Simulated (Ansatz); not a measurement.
Defect migration in 3C silicon carbide with all lengths changed by +1 %: C vacancy, charge state +2. The step: one C atom jumps into the vacancy from a nearby C site; the atom moves 3.12 Å along (0.00, -0.50, -0.50) of the unit cell; the moving atom starts with neighbours Si at 1.87, 2 Si at 1.92, Si at 1.94 Å and ends with Si at 1.87, 2 Si at 1.92, Si at 1.94 Å. DFT values are from Ansatz (plane-wave PAW, 420 eV unless said) in a cell of 64 host sites, spin-restricted, static, with no finite-size correction. The charge state is imposed; whether it is stable for some Fermi level was not computed. Forms of the defect that were not tried may lie lower. For the PBE band: the saddle point's order was not checked, and it lies on a symmetry element of the cell, where a band can be held.

| Level | Forward barrier (eV) | Cost of the band or of the saddle's single point |
|---|---|---|
| CHGNet universal potential (has no charge state), its own band | 2.93 | - |
| PBE, a 2×2×2 k-point mesh shifted by half a step, band relaxed | 5.13 | around 40 core-minutes (rough) |
| PBE, a 3×3×3 k-point mesh shifted by half a step, same geometries | 5.14 | roughly 2.6 core-minutes |

Ansatz is a program for electronic structure.
